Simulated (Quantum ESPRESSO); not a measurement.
Input and output of a self-consistent single point for Ga2O3 (C2/m, 10 atoms in the cell) (Quantum ESPRESSO).

Computed with PBE-D2, PseudoDojo standard norm-conserving (PBE) pseudopotentials (plane waves; Quantum ESPRESSO).

```
Ga2O3
1.0
    6.14023    -1.52378     0.00000
    6.14023     1.52378     0.00000
   -1.38413     0.00000     5.65035
Ga O
4 6
Cartesian
  3.24110   0.00000   3.87202
  7.65524   0.00000   1.77833
 10.88542   0.00000   1.15951
  0.01092   0.00000   4.49084
  5.15471   0.00000   4.20013
  5.74163   0.00000   1.45022
  9.54686   0.00000   2.46790
  1.34948   0.00000   3.18245
  1.86906   0.00000   0.61674
  9.02728   0.00000   5.03361
```

Reference input (self-consistent single point, DFT, PBE, plane waves, PseudoDojo standard norm-conserving (PBE) pseudopotentials): ecutwfc = 85 Ry; occupations = fixed; potentials = {Ga: Ga.upf, O: O.upf}; K_POINTS = automatic 5 5 3 0 0 0; nbnd = 52; conv_thr = 1e-10 Ry; mixing_beta = 0.7. This run's input differs from it in these lines:

```diff
@@ -15,2 +15,3 @@
    nbnd = 52
+   vdw_corr = 'grimme-d2'
 /
```

The program printed (abridged):

```
     Self-consistent Calculation

     iteration #  1     ecut=    85.00 Ry     beta= 0.70

     total energy              =    -809.76422460 Ry
     estimated scf accuracy    <       2.31652859 Ry

     iteration #  2     ecut=    85.00 Ry     beta= 0.70

     total energy              =    -810.43873924 Ry
     estimated scf accuracy    <       2.06917718 Ry

     iteration #  3     ecut=    85.00 Ry     beta= 0.70

     total energy              =    -810.81063343 Ry
     estimated scf accuracy    <       0.01550555 Ry

   [... 8 blocks of this kind left out ...]

     iteration # 12     ecut=    85.00 Ry     beta= 0.70

     total energy              =    -810.81878403 Ry
     estimated scf accuracy    <          9.0E-10 Ry

     iteration # 13     ecut=    85.00 Ry     beta= 0.70
     End of self-consistent calculation

     highest occupied, lowest unoccupied level (ev):     8.8593   11.2178

!    total energy              =    -810.81878403 Ry
     estimated scf accuracy    <          4.5E-11 Ry

     Dispersion Correction     =      -0.20897809 Ry

     convergence has been achieved in  13 iterations

     Forces acting on atoms (cartesian axes, Ry/au):

     atom    1 type  1   force =     0.00365870    0.00000000    0.00179462
     atom    2 type  1   force =    -0.00365870   -0.00000000   -0.00179462
     atom    3 type  1   force =     0.00060211    0.00000000    0.00248465
     atom    4 type  1   force =    -0.00060211   -0.00000000   -0.00248465
     atom    5 type  2   force =    -0.00055224    0.00000000   -0.00043855
     atom    6 type  2   force =     0.00055224    0.00000000    0.00043855
   [... lines left out ...]

     Total force =     0.012070     Total SCF correction =     0.000033

          total   stress  (Ry/bohr**3)                   (kbar)     P=       33.77
   0.00020446   0.00000000   0.00002974           30.08        0.00        4.37
  -0.00000000   0.00028851   0.00000000           -0.00       42.44        0.00
   0.00002974   0.00000000   0.00019573            4.37        0.00       28.79

   JOB DONE.
```

The run converged in 13 iterations. Against the reference run the pressure goes from 6.43 to 3.38 GPa, the largest force goes from 0.138 to 0.168 eV/Å and the gap on the mesh stays at 2.359 eV.

The starting cell comes from a database of computed structures (which also holds hypothetical and non-ambient phases and stackings), without a prior relaxation at this level. With a pressure of about 3 GPa the cell is away from its equilibrium volume at this level.

Cost on one core of a shared machine: roughly 5 min.
